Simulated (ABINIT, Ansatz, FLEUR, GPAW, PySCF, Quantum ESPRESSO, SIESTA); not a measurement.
Si (Fd-3m, 2 atoms in the cell) computed with different codes at matched settings

Self-consistent single point.

```
Si
1.0
    0.00000     2.72185     2.72185
    2.72185     0.00000     2.72185
    2.72185     2.72185     0.00000
Si
2
Direct
  0.25000   0.25000   0.25000
  0.00000   0.00000   0.00000
```

Shared settings, as Ansatz (an electronic-structure program) writes them: kpoints.mp_grid.grid = 3 3 3; scf.occupations.method = fermi_dirac; scf.occupations.width = 0.0037 Ry. Potentials and cutoffs stand in the table.

```tsv
code	model	pressure (GPa)	gap on the mesh (eV)	cutoff
Quantum ESPRESSO	PBE, PseudoDojo stringent norm-conserving (PBE) pseudopotentials	3.20	0.697	40 Ry
FLEUR	PBE, all-electron FLAPW (FLEUR), scalar-relativistic valence	–	0.701	Kmax 3.9 1/bohr
Ansatz	PBE, PAW files	3.27	0.699	default
GPAW	PBE, GPAW PAW datasets PBE (gpaw-data 1.0.1)	3.56	0.698	600 eV
ABINIT	PBE, norm-conserving pseudopotentials (PseudoDojo nc-sr-05 PBE standard)	3.19	0.697	36 Ry
SIESTA	GGA PBE, numerical atomic orbitals TZP, PseudoDojo PBE standard norm-conserving potentials (rewritten from UPF to PSML)	4.07	0.678	grid 300 Ry
PySCF	PBE, Gaussian basis gth-dzvp-molopt-sr, GTH pseudopotentials gth-pbe, FFT density fitting with multigrid	–	0.760	grid 50 Ha
```

A dash marks a value that a program does not give, or that is left out as unsure.

Gaps are read on the mesh. Another mesh or the band path gives a smaller gap, so these values are not converged in the mesh.

The spread over the programs that give each value: pressure within 0.88 GPa; gap on the mesh within 0.082 eV.

SIESTA and PySCF use small atom-centred bases, whose incompleteness enters pressures, forces and empty levels differently from a plane-wave cutoff. FLEUR treats all electrons, but the usual bases taken here (sphere radii, linearisation, local orbitals, empty states) were not tested for convergence, so the values are no reference for the others. Ansatz's pressure is given at a fixed set of plane waves, as the other plane-wave codes print theirs.

On the base mesh (8 8 8) the same programs gave: Ansatz pressure 1.32 GPa, gap on the mesh 0.626 eV; Quantum ESPRESSO pressure 1.27 GPa, gap on the mesh 0.625 eV; ABINIT pressure 1.25 GPa, gap on the mesh 0.625 eV; GPAW pressure 1.61 GPa, gap on the mesh 0.624 eV; PySCF gap on the mesh 0.686 eV; FLEUR gap on the mesh 0.628 eV; SIESTA pressure 2.01 GPa, gap on the mesh 0.594 eV.

The values differ from the base mesh's, so the mesh still matters here: the table compares the programs at equal settings.

The starting cell comes from a database of computed structures (which also holds hypothetical and non-ambient phases and stackings), without a prior relaxation at this level.

Left out of this page: CP2K (on another mesh); Elk (not drawn, or without a comparable value).

Keys are those of Ansatz 0.2.
